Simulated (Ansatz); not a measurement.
**Spinel Na₂WO₄**

Calculation: r²SCAN-D4 in Ansatz (PAW).

Numerical settings: plane-wave cutoff 500 eV, 8×8×8 k mesh, gaussian smearing 0.02 eV, no spin polarisation, scalar-relativistic PAW data made under PBE.

Cell (relaxed at this level):

```xyz
14
Lattice="0.0000 4.5283 4.5283 4.5283 0.0000 4.5283 4.5283 4.5283 0.0000" Properties=species:S:1:pos:R:3 pbc="T T T"
Na     5.6604     3.3962     3.3962
Na     3.3962     3.3962     5.6604
Na     3.3962     5.6604     3.3962
Na     5.6604     5.6604     5.6604
W      2.2641     2.2641     2.2641
W      0.0000     0.0000     0.0000
O      3.2938     5.7628     5.7628
O      5.5579     5.5579     8.0270
O      5.7628     3.2938     5.7628
O      8.0270     8.0270     8.0270
O      3.2938     3.2938     3.2938
O      5.5579     8.0270     5.5579
O      5.7628     5.7628     3.2938
O      8.0270     5.5579     5.5579
```

```
Quantity                       Result
--------  ---------------------------
band gap  5.72 eV (on the SCF k mesh)
```

Spin–orbit coupling is not included.

Static lattice: no zero-point or thermal effects.

Ansatz is an electronic-structure program.
